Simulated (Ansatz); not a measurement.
## Response to strain in ZrS2

Take ZrS$_{2}$ in the CdI2 type structure (space group P-3m1, No. 164; a = 3.578 Å, c = 5.540 Å; layered, stacked along the Cartesian z axis) as the base. Axes: x lies along a and z along c of the hexagonal cell.

Strains are applied to the cell and any free atomic positions relax; under biaxial strain the out-of-plane vector relaxes too.

All numbers come from PBEsol-D3(BJ), PAW, 420 eV (Ansatz, an electronic-structure program; spin-orbit coupling left out).

Notes on the quantities. in-plane stress: mean in-plane stress (compression positive).

```json
[
 {"case": "base", "out-of-plane strain": "–", "band gap": "0.29 eV", "in-plane stress": "–"},
 {"case": "biaxial strain −3.00 %, plane normal [001], relaxed out of plane", "out-of-plane strain": "–", "band gap": "zero", "in-plane stress": "–"},
 {"case": "biaxial strain −2.50 %, plane normal [001], relaxed out of plane", "out-of-plane strain": "+0.76 %", "band gap": "0.07 eV", "in-plane stress": "+4.6 GPa"},
 {"case": "biaxial strain −2.00 %, plane normal [001], relaxed out of plane", "out-of-plane strain": "?", "band gap": "?", "in-plane stress": "?"},
 {"case": "biaxial strain −1.00 %, plane normal [001], relaxed out of plane", "out-of-plane strain": "+0.33 %", "band gap": "0.21 eV", "in-plane stress": "+1.7 GPa"},
 {"case": "biaxial strain −0.50 %, plane normal [001], relaxed out of plane", "out-of-plane strain": "+0.18 %", "band gap": "0.25 eV", "in-plane stress": "+0.9 GPa"},
 {"case": "biaxial strain +0.50 %, plane normal [001], relaxed out of plane", "out-of-plane strain": "-0.17 %", "band gap": "0.33 eV", "in-plane stress": "-0.8 GPa"},
 {"case": "biaxial strain +1.00 %, plane normal [001], relaxed out of plane", "out-of-plane strain": "-0.37 %", "band gap": "0.37 eV", "in-plane stress": "-1.6 GPa"},
 {"case": "biaxial strain +1.50 %, plane normal [001], relaxed out of plane", "out-of-plane strain": "-0.56 %", "band gap": "0.41 eV", "in-plane stress": "-2.4 GPa"},
 {"case": "biaxial strain +3.00 %, plane normal [001], relaxed out of plane", "out-of-plane strain": "-1.20 %", "band gap": "0.52 eV", "in-plane stress": "-4.5 GPa"}
]
```

Task: What belongs in the blanks?

Result: 
- biaxial strain −2.00 %, plane normal [001], relaxed out of plane, out-of-plane strain: +0.63 %
- biaxial strain −2.00 %, plane normal [001], relaxed out of plane, band gap: 0.12 eV
- biaxial strain −2.00 %, plane normal [001], relaxed out of plane, in-plane stress: +3.6 GPa

Whether these cells are dynamically stable was not tested. All final runs are without spin polarisation. Gaps under 0.05 eV, about the width of the smearing, are given as zero. The zero or small gap of ZrS2 can change with the level of theory.
